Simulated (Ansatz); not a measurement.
HfN (model structure, started from the NbAs type, I4₁md, No. 109, 4 atoms in the cell) was calculated with r²SCAN (PAW; Ansatz, an electronic-structure program).

Numerical settings: plane-wave cutoff 560 eV, 26×26×26 k mesh, Fermi–Dirac smearing 0.05 eV, scalar-relativistic PAW data made under PBE.

Cell (relaxed at this level):

HfN is modelled in the tetragonal space group I4₁md (No. 109), Pearson symbol tI8. Cell: a = b = 2.974 Å, c = 10.791 Å, α = β = γ = 90.00°. Hf on 4a has 6 N at 2.249–2.333 Å (trigonal prismatic). N on 4a has 6 Hf at 2.249–2.333 Å (trigonal prismatic). (Neighbours: up to the widest gap in distance over summed covalent radii, below 1.35, at either atom; cation-cation and far metal-metal contacts left out.)
(The calculation used a cell of 4 atoms; values per cell refer to that cell.)

What does this level give for the bulk modulus B0?


bulk modulus B0: 250 GPa

The run finds no gap.

Note: the bulk modulus is −V dP/dV from two relaxed cells at ±2 % in volume; the relaxation could raise the start's symmetry but not lower it, so the cell can be a saddle point.

Spin–orbit coupling is not included; it can open a gap where bands touch, and shift volumes and moduli.

Computed values are for the static lattice.

A model structure was made by putting elements into a prototype or built by hand; it is no filed structure, need not be a known phase, and can be a saddle point held by its symmetry.
